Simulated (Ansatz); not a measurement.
Results of r²SCAN (Ansatz, a quantum-chemistry and plane-wave program, plane waves, PAW) for RbAg3Se2 (C2/m, No. 12, 12 atoms in the cell; start COD 1510035).

Settings: plane-wave cutoff 560 eV, 14×14×8 k mesh (along the axes of the cell as run), Fermi–Dirac smearing 0.05 eV, no spin polarisation, scalar-relativistic PAW data made under PBE.

Cell (measured lattice):

Space group C2/m (No. 12); a = 16.6540 Å, b = 4.4070 Å, c = 8.8540 Å, α = γ = 90.00°, β = 113.92°

| atom | site | symmetry | x | y | z |
|---|---|---|---|---|---|
| Ag | 4i | m | 0.3109 | 0.0000 | 0.5587 |
| Ag | 4i | m | 0.4078 | 0.0000 | 0.3559 |
| Ag | 4i | m | 0.0568 | 0.0000 | 0.3990 |
| Rb | 4i | m | 0.1358 | 0.0000 | 0.0469 |
| Se | 4i | m | 0.1993 | 0.0000 | 0.6971 |
| Se | 4i | m | 0.0192 | 0.5000 | 0.2199 |
(The calculation used a cell of 12 atoms; values per cell refer to that cell.)

**Question.** Give the computed band gap.

**Answer.** 
band gap: 0.38 eV (on the SCF k mesh)

Note: the file's cell can be that of a phase stable at another temperature; cell and atoms aren't relaxed at this level (largest force component 0.20 eV/Å, pressure 0.9 GPa).

Spin–orbit coupling is not included.

Static lattice: no zero-point or thermal effects.
